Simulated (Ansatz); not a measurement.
The reference is Mg2Ge in the anti-fluorite structure (space group Fm-3m, No. 225; a = 6.364 Å). Axes: x, y, z lie along the cube axes.

Method: PBEsol (Ansatz, a quantum-chemistry and plane-wave program; PAW; 420 eV plane waves; no spin-orbit coupling).

Strains are applied to the cell and any free atomic positions relax; under biaxial strain the out-of-plane vector relaxes too.

One change was made to it. Results:

The energy rises by 11 meV/atom; the pressure (mean of the normal stresses, compression positive) goes from zero to 2.3 GPa; the band gap becomes zero (base: 0.08 eV); the volume per atom drops by 0.827 Å³ to 20.66 Å³.

Problem. What was done to the base?
A. biaxial strain −2.50 %, plane normal [111], relaxed out of plane
B. biaxial strain −1.67 %, plane normal [111], relaxed out of plane
C. biaxial strain −0.42 %, plane normal [111], relaxed out of plane

Solution. A, biaxial strain −2.50 %, plane normal [111], relaxed out of plane. For comparison, the energy relative to the base in the other runs: biaxial strain −0.42 %, plane normal [111], relaxed out of plane gives +0.3 meV/atom; biaxial strain −1.67 %, plane normal [111], relaxed out of plane gives +4.8 meV/atom.

No phonon test of stability was made. All final runs are without spin polarisation. A zero or small gap of Mg2Ge can be the functional's error rather than a property of the material.
